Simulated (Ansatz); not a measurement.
Take Rb₂TlRhF₆ (space group Fm-3m, No. 225; a cell from a computed database, its experimental status unchecked) as the base.

```yaml
crystal:
  lattice:
    - [0.00000, 4.52765, 4.52765]
    - [4.52765, 0.00000, 4.52765]
    - [4.52765, 4.52765, 0.00000]
  atoms:
    - { symbol: Rb, position: [0.25000, 0.25000, 0.25000] }
    - { symbol: Rb, position: [0.75000, 0.75000, 0.75000] }
    - { symbol: Tl, position: [0.50000, 0.50000, 0.50000] }
    - { symbol: Rh, position: [0.00000, 0.00000, 0.00000] }
    - { symbol: F, position: [0.21883, 0.21883, 0.78117] }
    - { symbol: F, position: [0.78117, 0.78117, 0.21883] }
    - { symbol: F, position: [0.78117, 0.21883, 0.21883] }
    - { symbol: F, position: [0.21883, 0.78117, 0.78117] }
    - { symbol: F, position: [0.21883, 0.78117, 0.21883] }
    - { symbol: F, position: [0.78117, 0.21883, 0.78117] }
```

Cartesian axes are those of the cell as printed.

Method: PBEsol (Ansatz, a quantum-chemistry and plane-wave program, PAW, spin-orbit coupling left out).

Strains are applied to the cell and any free atomic positions relax; under biaxial strain the out-of-plane vector relaxes too.

One change was made to it. Results:

| quantity | base | after |
|---|---|---|
| energy relative to the base (free energy F) | 0 meV/atom | +4.3 meV/atom |
| smallest direct gap | 1.94 eV | 1.87 eV |
| pressure (mean of the normal stresses, compression positive) | 0.00 GPa | 1.06 GPa |

### Question
What was done to the base?
A. biaxial strain −3.97 %, plane normal [001], relaxed out of plane
B. biaxial strain −0.50 %, plane normal [110], relaxed out of plane
C. biaxial strain −2.61 %, plane normal [110], relaxed out of plane

### Answer
C, biaxial strain −2.61 %, plane normal [110], relaxed out of plane. For comparison, the energy relative to the base in the other runs: biaxial strain −0.50 %, plane normal [110], relaxed out of plane gives +0.1 meV/atom; biaxial strain −3.97 %, plane normal [001], relaxed out of plane gives +22 meV/atom.

Spin-orbit coupling, missing from the scalar runs, can matter with Tl. No phonon test of stability was made.
